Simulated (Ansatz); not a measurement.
Effect of pressure 5 GPa on hypothetical simple cubic Ir

Start from Ir in the simple cubic structure (space group Pm-3m, No. 221; a = 2.570 Å; a hypothetical phase, not in the database extracts checked).

It is then changed as follows: cell and atoms relaxed at a pressure of 5 GPa.

Calculations: PBE (Ansatz, an electronic-structure program; PAW; 420 eV plane waves; no spin-orbit coupling). Settings: 18×18×18 k-points, 0.05 eV Fermi–Dirac smearing.

```csv
quantity,base,changed,shift
volume per atom,16.98 Å³,16.65 Å³,-0.33 Å³
lattice parameter a,2.570 Å,2.554 Å,-0.0165 Å
shortest interatomic distance,2.570 Å,2.554 Å,-0.0165 Å
enthalpy H = E + PV relative to the base's energy,–,+0.52 eV/atom,–
band gap,zero,zero,–
```

Load acts through the strain it causes; cell and atoms are relaxed under it. Stability against distortions was not tested. Competing high-pressure phases were not computed. The final runs are not spin-polarised. Ir has a high density of states at the Fermi level and may be magnetic at this level.
